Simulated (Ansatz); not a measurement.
The starting structures come from a database of crystals and need not be the phases stable at ambient conditions.

```yaml
crystal:
  lattice:
    - [8.06644, 0.00000, 0.00000]
    - [0.00000, 8.60388, 0.00223]
    - [0.00000, -2.34622, 3.83057]
  atoms:
    - { symbol: Ge, position: [0.14236, 0.50803, 0.65832] }
    - { symbol: Ge, position: [0.64236, 0.49197, 0.84168] }
    - { symbol: Ge, position: [0.85764, 0.99197, 0.64225] }
    - { symbol: Ge, position: [0.35764, 0.00803, 0.85775] }
    - { symbol: H, position: [0.17865, 0.36068, 0.74390] }
    - { symbol: H, position: [0.67865, 0.63932, 0.75610] }
    - { symbol: H, position: [0.82135, 0.13932, 0.02255] }
    - { symbol: H, position: [0.32135, 0.86068, 0.47745] }
    - { symbol: H, position: [0.09483, 0.68622, 0.99350] }
    - { symbol: H, position: [0.59483, 0.31378, 0.50650] }
    - { symbol: H, position: [0.90517, 0.81378, 0.62105] }
    - { symbol: H, position: [0.40517, 0.18622, 0.87895] }
    - { symbol: H, position: [0.29765, 0.53994, 0.49922] }
    - { symbol: H, position: [0.79765, 0.46006, 0.00078] }
    - { symbol: H, position: [0.70235, 0.96006, 0.41935] }
    - { symbol: H, position: [0.20235, 0.03994, 0.08065] }
    - { symbol: H, position: [0.99957, 0.44609, 0.39447] }
    - { symbol: H, position: [0.49957, 0.55391, 0.10553] }
    - { symbol: H, position: [0.00043, 0.05391, 0.50229] }
    - { symbol: H, position: [0.50043, 0.94609, 0.99771] }
```

Space group of this cell: P2_12_12_1. The cell was relaxed by PBE-D3(BJ).

Transport runs along the normal of the first two printed cell vectors.

The gap is the functional's own. No spin-orbit coupling. Mid-gap values are interpolated on the energy grid.

Q: Estimate the band gap and the smallest decay constant κ at mid-gap that PBEsol (Ansatz, a first-principles code) returns for this system.

A: Gap 5.48 eV on a 4×8×8 mesh; κ = 0.373 1/Å, at the zone centre.
